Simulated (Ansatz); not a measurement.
# Hf under a change: isotropic strain −1.00 %

The parent structure is Hf in the hcp (Mg type) structure (space group P6_3/mmc, No. 194; a = 3.198 Å, c = 5.049 Å; relaxed with 0.1 eV smearing).

Modification: an isotropic linear strain of −1.00 %; the atoms relax in the strained cell.

All numbers come from Ansatz (a quantum-chemistry and plane-wave program) r2SCAN, spin-orbit coupling left out. Settings: 21×21×12 k-points, 0.1 eV Fermi–Dirac smearing.

* **Volume per atom**: 21.70 Å³ (base 22.36 Å³)
* **Space group**: P6_3/mmc (No. 194) (base P6_3/mmc (No. 194))
* **Shortest interatomic distance**: 3.096 Å (base 3.128 Å)
* **Energy relative to the base (free energy F)**: +7.1 meV/atom
* **Pressure (mean of the normal stresses, compression positive)**: 3.5 GPa (base 0.0 GPa)
* **Band gap**: zero (base zero)

Final structure:

```
Hf
1.0
    3.16631     0.00000     0.00000
   -1.58315     2.74210     0.00000
    0.00000     0.00000     4.99833
Hf
2
Direct
  0.66667   0.33333   0.75000
  0.33333   0.66667   0.25000
```

Cost of the whole job for the changed cell (relaxation, final SCF and bands): around 60 core-seconds (rough).

Stability against distortions was not tested. The final runs are not spin-polarised.
